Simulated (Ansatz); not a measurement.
System: Bi₂SO₂ (model structure, started from the La2SO2 type, P-3m1, No. 164, 5 atoms in the cell). Method: dielectric-dependent PBEsol hybrid (Ansatz, a quantum-chemistry and plane-wave program, plane waves, PAW).

Settings: plane-wave cutoff 460 eV, 6×6×4 k mesh (along the axes of the cell as run), Fermi–Dirac smearing 0.01 eV, scalar-relativistic PAW data made under PBE.

Cell (relaxed with PBEsol):

```cif
data_Bi2O2S
_chemical_formula_sum 'Bi2 S1 O2'
_space_group_name_H-M_alt 'P-3m1'
_space_group_IT_number 164
_space_group_name_Hall '-P 3 2"'
_cell_length_a 3.94099
_cell_length_b 3.94099
_cell_length_c 6.76085
_cell_angle_alpha 90.000
_cell_angle_beta 90.000
_cell_angle_gamma 120.000
loop_
_atom_site_label
_atom_site_type_symbol
_atom_site_symmetry_multiplicity
_atom_site_Wyckoff_symbol
_atom_site_fract_x
_atom_site_fract_y
_atom_site_fract_z
_atom_site_occupancy
Bi1 Bi 2 d 0.33333 0.66667 0.22307 1
S1 S 1 b 0.00000 0.00000 0.50000 1
O1 O 2 d 0.66667 0.33333 0.12195 1
```

Q: Predict the band gap, smallest direct gap on the k points sampled and Γ–Γ gap.

A: 
band gap: 2.11 eV
smallest direct gap on the k points sampled: 2.74 eV
Γ–Γ gap: 3.18 eV

Note: the relaxation could raise the start's symmetry but not lower it, so the cell can be a saddle point; cell and atoms aren't relaxed at this level (largest force component 0.13 eV/Å, pressure -1.0 GPa).

Spin–orbit coupling is not included; with these elements it can move the gap by several tenths of an eV or more.

Computing time: very roughly 5 core-minutes.

A model structure was made by putting elements into a prototype or built by hand; it is no filed structure, need not be a known phase, and can be a saddle point held by its symmetry.
